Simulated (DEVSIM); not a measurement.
Structure: Pd/SiO2/n-Ge capacitor, at 300 K.

| layer (left to right) | material | thickness (nm) | Nd (cm⁻³) |
|---|---|---|---|
| 1 | SiO2 | 1.00 | - |
| 2 | Ge | 8000 | 5.5e15 |

Metal gate on the left, work function 5.2 eV. Fixed charge at the semiconductor interface 8.6e11 cm⁻² (in units of +e); no interface traps.

Constants are typed, rounded textbook-type inputs, not results; the design itself was drawn at random and stands for no fabricated device. Values at 300 K.

```csv
parameter,SiO2,Ge
gap (eV),9,0.664
affinity (eV),0.9,4
permittivity,3.9,16
Nc (cm⁻³),-,1.04e19
Nv (cm⁻³),-,6e18
```

DEVSIM, 1D Poisson equation in equilibrium, Boltzmann statistics, complete ionisation; no quantum confinement or tunnelling. Metal contacts follow the ideal Schottky-Mott rule: no Fermi-level pinning, no interface dipoles.

The substrate doping was swept, all else fixed.

```csv
substrate doping (cm^-3),flat-band voltage (V),threshold voltage (band bending 2φF) (V),minimum of the low-frequency capacitance (μF/cm²)
2.8e14,0.89,(withheld),(withheld)
5.5e14,0.91,0.73,0.0293
1.1e15,0.92,0.72,0.0359
2.8e15,0.95,0.69,0.0468
5.5e15,0.97,0.67,0.0599
1.1e16,0.98,0.65,0.0785
```

**Question.** Fill in the missing entries.

**Answer.** 
- 2.8e14, threshold voltage (band bending 2φF) (V): 0.75
- 2.8e14, minimum of the low-frequency capacitance (μF/cm²): 0.0246
